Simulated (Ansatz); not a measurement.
Defect: interstitial H in monoclinic HfO2 with all lengths changed by -1 %, charge state +1. Level of theory: PBE, PAW (plane waves to 420 eV; Ansatz, a first-principles code).

96-site cell at the strained lattice (strain from the relaxed PBE one, atoms relaxed), the Γ point alone, smearing 0.01 eV, spin-restricted, no finite-size correction. Energies are static. Spin-orbit coupling is left out. The charge state is imposed; whether it is stable for some Fermi level was not computed. Sites that were not tried may lie lower.

Barriers: single points on a 2×2×2 k-point mesh shifted by half a step at the bands' geometries.

A. H moves alone to another site; the atom moves 2.06 Å along (0.13, -0.32, 0.22) of the unit cell; the moving atom starts with neighbours O at 0.98, O at 2.02, O at 2.19 Å and ends with O at 0.98, O at 2.02, O at 2.19 Å; the start lies 0.085 eV above the lowest site run; saddle order not checked, on a symmetry element.
B. H moves alone to another site; the atom moves 2.12 Å along (-0.20, 0.18, -0.34) of the unit cell; the moving atom starts with neighbours O at 0.99, O at 1.89 Å and ends with O at 0.99, O at 1.97 Å; saddle order not checked.

A band can be held on a symmetry element, so unchecked saddle points there may be too high.

Order them by forward barrier (lowest first) at the level PBE, PAW.

B (0.39 eV), A (1.04 eV)
